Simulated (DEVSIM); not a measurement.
System: Al/Si3N4/p-In0.53Ga0.47As capacitor, at 300 K.

```tsv
layer (left to right)	material	thickness (nm)	Na (cm⁻³)
1	Si3N4	2.20	-
2	In0.53Ga0.47As	3000	3.6e16
```

Metal gate on the left, work function 4.1 eV. Fixed charge at the semiconductor interface 2.4e11 cm⁻² (in units of +e); no interface traps.

This is a model device: material constants are rounded textbook-type values typed into the input, and sizes, dopings and lifetimes were drawn at random. Values at 300 K.

| parameter | Si3N4 | In0.53Ga0.47As |
|---|---|---|
| gap (eV) | 5.1 | 0.74 |
| affinity (eV) | 2.1 | 4.51 |
| permittivity | 7.5 | 13.9 |
| Nc (cm⁻³) | - | 2.1e17 |
| Nv (cm⁻³) | - | 7.7e18 |

Simulated with DEVSIM: 1D Poisson equation in equilibrium, Boltzmann statistics, complete ionisation; no quantum confinement or tunnelling. Metal contacts follow the ideal Schottky-Mott rule: no Fermi-level pinning, no interface dipoles.

The fixed charge was swept, all else fixed.

```
fixed charge (cm^-2)  threshold voltage (band bending 2φF) (V)  flat-band voltage (V)
--------------------  ----------------------------------------  ---------------------
-4.26e12                                                 -0.20                  -0.79
-2.01e12                                                 -0.32                  -0.90
2.4e11                                                       …                  -1.02
2.49e12                                                  -0.56                  -1.14
4.74e12                                                  -0.68                  -1.26
```

### Question
What belongs in the gaps?

### Answer

- 2.4e11, threshold voltage (band bending 2φF) (V): -0.44
